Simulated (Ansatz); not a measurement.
## What uniaxial strain ε_zz = +2.50 % does to Ag

Take Ag in the fcc (Cu type) structure (space group Fm-3m, No. 225; a = 4.1043 Å; relaxed with 0.1 eV smearing) as the base. Axes: x, y, z lie along the cube axes.

Modification: uniaxial strain ε_zz = +2.50 %, all other strain components held at zero, atoms relaxed at fixed cell.

Computed with Ansatz (an electronic-structure program), r2SCAN, PAW, cutoff 500 eV, spin-orbit coupling left out. Γ-centred 28×28×28 mesh, Fermi–Dirac width 0.1 eV.

| quantity | base | changed | shift |
|---|---|---|---|
| volume per atom | 17.28 Å³ | 17.72 Å³ | +0.432 Å³ |
| space group | Fm-3m (No. 225) | I4/mmm (No. 139) | – |
| shortest interatomic distance | 2.902 Å | 2.902 Å | 0.000 Å |
| energy relative to the base (free energy F) | 0 meV/atom | +4.0 meV/atom | +4.0 meV/atom |
| band gap | zero | zero | – |
| stress (xx, yy, zz, yz, xz, xy; compression positive) | – | (-2.1, -2.1, -2.9, 0.0, 0.0, 0.0) GPa | – |

Final structure:

```
Ag
1.0
    0.00000     2.05214     2.10345
    2.05214     0.00000     2.10345
    2.05214     2.05214     0.00000
Ag
1
Direct
  0.00000   0.00000   0.00000
```

Cost of the whole job for the changed cell (relaxation, final SCF and bands): about 2.0 core-minutes (a rough figure).

Whether these cells are dynamically stable was not tested.
